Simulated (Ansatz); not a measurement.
Base system: MgO in the rock salt structure (space group Fm-3m, No. 225; a = 4.215 Å). Axes: x, y, z lie along the cube axes.

The change: tensile biaxial strain of 1.98 % in the plane normal to [110], as in epitaxy on a mismatched substrate; the out-of-plane cell vector and the atoms relax.

The values are results of Ansatz (a first-principles code) PBEsol, no spin-orbit coupling, earlier PAW set, not measurements.

### Question
Give the band edges at the high-symmetry points of the new zone, measured from its valence-band maximum.

### Answer
| point | valence edge (eV) | conduction edge (eV) |
|---|---|---|
| Γ | 0.00 | 4.22 |
| X | -1.21 | 8.76 |
| F₂ | -1.29 | 9.57 |
| Σ₀ | -1.29 | 9.57 |
| Y₀ | -1.02 | 9.93 |
| U₀ | -1.02 | 9.93 |
| R | -0.73 | 7.36 |
| W | -1.77 | 11.06 |
| S | -0.59 | 7.53 |
| T | -1.38 | 8.77 |

The gap is 4.22 eV, direct at Γ.

A biaxial case was relaxed in a doubled cell and then solved in the primitive one. Stability against distortions was not tested. k-point labels follow each cell's own Brillouin zone.
